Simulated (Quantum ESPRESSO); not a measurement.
Quantum ESPRESSO run on HfAu2 (I4/mmm, 3 atoms in the cell): self-consistent single point.

Computed with LDA (PZ), GBRV 1.5 ultrasoft (LDA) pseudopotentials (plane waves; Quantum ESPRESSO).

The change in words: lattice scaled by 0.98. Reference geometry:
```yaml
crystal:
  lattice:
    - [-1.73013, 1.73013, 4.25131]
    - [1.73013, -1.73013, 4.25131]
    - [1.73013, 1.73013, -4.25131]
  atoms:
    - { symbol: Hf, position: [0.00000, 0.00000, 0.00000] }
    - { symbol: Au, position: [0.66735, 0.66735, 0.00000] }
    - { symbol: Au, position: [0.33265, 0.33265, 0.00000] }
```

Reference input (self-consistent single point, DFT, LDA (PZ), plane waves, GBRV 1.5 ultrasoft (LDA) pseudopotentials): ecutwfc = 40 Ry; ecutrho = 320 Ry; occupations = smearing; smearing = fd; degauss = 0.0073499 Ry; potentials = {Hf: hf_lda_v1.uspp.F.UPF, Au: au_lda_v1.uspp.F.UPF}; K_POINTS = automatic 11 11 11 0 0 0; conv_thr = 1e-10 Ry; mixing_beta = 0.3. This run's input differs from it in these lines:

```diff
@@ -27,4 +27,4 @@
 Hf    0.0000000000    0.0000000000    0.0000000000
-Au    0.0000000000    0.0000000000    5.6742274611
-Au    0.0000000000    0.0000000000    2.8283985389
+Au    0.0000000000    0.0000000000    5.5607432589
+Au    0.0000000000    0.0000000000    2.7718307411
 K_POINTS {automatic}
@@ -32,5 +32,5 @@
 CELL_PARAMETERS {angstrom}
-  -1.7301290000     1.7301290000     4.2513130000
-   1.7301290000    -1.7301290000     4.2513130000
-   1.7301290000     1.7301290000    -4.2513130000
+  -1.6955260000     1.6955260000     4.1662870000
+   1.6955260000    -1.6955260000     4.1662870000
+   1.6955260000     1.6955260000    -4.1662870000
```

The program printed (abridged):

```
     Self-consistent Calculation

     iteration #  1     ecut=    40.00 Ry     beta= 0.30

     negative rho (up, down):  1.115E-01 0.000E+00

     total energy              =    -388.10559626 Ry
     estimated scf accuracy    <       2.93085868 Ry

     iteration #  2     ecut=    40.00 Ry     beta= 0.30

     negative rho (up, down):  1.107E-01 0.000E+00

     total energy              =    -388.54041730 Ry
     estimated scf accuracy    <       0.28136347 Ry

     iteration #  3     ecut=    40.00 Ry     beta= 0.30

     negative rho (up, down):  1.108E-01 0.000E+00

     total energy              =    -388.51574916 Ry
     estimated scf accuracy    <       0.07650650 Ry

   [... 9 blocks of this kind left out ...]

     iteration # 13     ecut=    40.00 Ry     beta= 0.30

     negative rho (up, down):  1.121E-01 0.000E+00

     total energy              =    -388.53640930 Ry
     estimated scf accuracy    <          1.1E-09 Ry

     iteration # 14     ecut=    40.00 Ry     beta= 0.30

     negative rho (up, down):  1.121E-01 0.000E+00
     End of self-consistent calculation

     Number of k-points >= 100: set verbosity='high' to print the bands.

     the Fermi energy is    19.3437 ev

!    total energy              =    -388.53640930 Ry
     estimated scf accuracy    <          2.8E-11 Ry
     smearing contrib. (-TS)   =      -0.00291786 Ry
     internal energy E=F+TS    =    -388.53349144 Ry

     convergence has been achieved in  14 iterations

     negative rho (up, down):  1.121E-01 0.000E+00

     Forces acting on atoms (cartesian axes, Ry/au):

     atom    1 type  1   force =     0.00000000    0.00000000    0.00000000
     atom    2 type  2   force =     0.00000000    0.00000000    0.00597712
     atom    3 type  2   force =    -0.00000000    0.00000000   -0.00597712

     Total force =     0.008453     Total SCF correction =     0.000017

     negative rho (up, down):  1.121E-01 0.000E+00
          total   stress  (Ry/bohr**3)                   (kbar)     P=      213.61
   0.00138331   0.00000000   0.00000000          203.49        0.00        0.00
   0.00000000   0.00138331   0.00000000            0.00      203.49        0.00
   0.00000000   0.00000000   0.00158975            0.00        0.00      233.86

   JOB DONE.
```

The run converged in 14 iterations. Against the reference run the free energy rises by 84.4 meV/atom, the pressure goes from 5.77 to 21.36 GPa and the largest force goes from 0.087 to 0.154 eV/Å.

The starting cell comes from a database of computed structures (which also holds hypothetical and non-ambient phases and stackings), without a prior relaxation at this level. Its lattice was rescaled by a random factor within 2.5 % of one. For this run, on top of that: lattice scaled by 0.98. With a pressure of about 21 GPa the cell is away from its equilibrium volume at this level.

Cost on one core of a shared machine: roughly 5 min.
